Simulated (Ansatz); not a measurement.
We consider CsCl-type KBr (model structure), described by HSE06 in Ansatz (plane waves, PAW).

Run with plane-wave cutoff 500 eV, 6×6×6 k mesh, gaussian smearing 0.02 eV, scalar-relativistic PAW data made under PBE.

Cell (relaxed at this level):

Space group Pm-3m (No. 221); a = b = c = 4.0098 Å, α = β = γ = 90.00°

```json
[
 {"atom": "K", "site": "1a", "symmetry": "m-3m", "x": "0.0000", "y": "0.0000", "z": "0.0000"},
 {"atom": "Br", "site": "1b", "symmetry": "m-3m", "x": "0.5000", "y": "0.5000", "z": "0.5000"}
]
```

Problem. Predict the band gap.

Solution. 
- band gap: 5.10 eV (on the SCF k mesh)

Note: the relaxation could raise the start's symmetry but not lower it, so the cell can be a saddle point.

Spin–orbit coupling is not included.

The computed numbers hold no vibrational or temperature effects.

Computing time: around 4 core-minutes (rough).

A model structure was made by putting elements into a prototype or built by hand; it is no filed structure, need not be a known phase, and can be a saddle point held by its symmetry.

Ansatz is a program for electronic structure.
